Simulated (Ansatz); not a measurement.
Input and output of a self-consistent single point for MgS (Fm-3m, 2 atoms in the cell) (Ansatz, a program for electronic structure).

Computed with LDA (PW92), default PAW files made with PBE (plane waves; Ansatz).

```yaml
crystal:
  lattice:
    - [0.00000, 2.58050, 2.58050]
    - [2.58050, 0.00000, 2.58050]
    - [2.58050, 2.58050, 0.00000]
  atoms:
    - { symbol: Mg, position: [0.00000, 0.00000, 0.00000] }
    - { symbol: S, position: [0.50000, 0.50000, 0.50000] }
```

Reference input (self-consistent single point, DFT, PBE, plane waves, default PAW files): basis.ecutwfc = 30.9 Ry; kpoints.mp_grid.grid = 9 9 9; hamiltonian.xc = pbe; hamiltonian.pseudopotentials = {kind: paw} (the program's default PAW files); scf.occupations.method = fermi_dirac; scf.occupations.width = 0.0007 Ry. This run's input differs from it in these lines:

Ansatz 0.2 input:
```diff
@@ -13,3 +13,3 @@
 hamiltonian:
-  xc: pbe
+  xc: lda
   pseudopotentials: { kind: paw }
```

Output, abridged:

```
SCF iter   1: F=—  HF=-2774.182324 eV  |F-HF|=—  |Δ(HF+E_count)|=         —  Δρ=6.85e-3  dr2=9.08e-3  ethr=1.77e-3  ⟨swp⟩=7.0  Hψ=2677  notcnv=0
all-band conjugate gradients solve this SCF's bands
preconditioner: auto → none
SCF iter   2: F=—  HF=-2774.176428 eV  |F-HF|=—  |Δ(HF+E_count)|=   5.90e-3  Δρ=2.64e-3  dr2=1.34e-3  ethr=5.68e-5  ⟨swp⟩=2.3  Hψ=1094  notcnv=0
SCF iter   3: F=—  HF=-2774.175806 eV  |F-HF|=—  |Δ(HF+E_count)|=   6.22e-4  Δρ=4.09e-4  dr2=2.98e-5  ethr=8.40e-6  ⟨swp⟩=2.0  Hψ=805  notcnv=0
SCF iter   4: F=—  HF=-2774.175794 eV  |F-HF|=—  |Δ(HF+E_count)|=   1.12e-5  Δρ=1.18e-4  dr2=7.98e-6  ethr=1.86e-7  ⟨swp⟩=2.0  Hψ=560  notcnv=0
SCF iter   5: F=—  HF=-2774.175792 eV  |F-HF|=—  |Δ(HF+E_count)|=   2.89e-6  Δρ=2.33e-5  dr2=2.91e-7  ethr=4.99e-8  ⟨swp⟩=2.0  Hψ=529  notcnv=0
SCF iter   6: F=-2774.175791 eV  HF=-2774.175791 eV  |F-HF|=9.40e-9  |Δ(HF+E_count)|=   9.13e-8  Δρ=5.21e-6  dr2=1.21e-8  ethr=6.25e-10  ⟨swp⟩=5.9  Hψ=1896  notcnv=0
SCF 1 converged in 6 iterations: F = -2774.175791 eV  dr2 = 1.21e-8
Free energy (F): -2774.175791 eV
Internal energy: -2774.175791 eV  (E = F + TS)
E sigma→0 (E₀):  -2774.175791 eV
Fermi energy:    7.841850 eV
--- Forces (eV/Å), atoms counted from 1 ---
  atom   1  Mg    -0.00000000     0.00000000     0.00000000
  atom   2  S      0.00000000     0.00000000     0.00000000
--- Stress (GPa, compression-positive) ---
       -1.486887      -0.000000       0.000000
       -0.000000      -1.486887      -0.000000
        0.000000      -0.000000      -1.486887
  P = ⅓ Tr σ = -1.4869 GPa (-14.869 kbar)
  The stress holds the Pulay correction. Without it, at fixed plane waves, as pw.x and ABINIT print it: P = -1.4966 GPa
```

The run converged in 6 iterations. Against the reference run the pressure goes from 3.19 to -1.49 GPa and the gap on the mesh goes from 2.972 to 2.742 eV.

The starting cell has typed, rounded lattice constants, without a prior relaxation at this level. Its lattice was rescaled by a random factor within 2.5 % of one. Ansatz's pressure includes its estimate of the finite-basis (Pulay) stress.
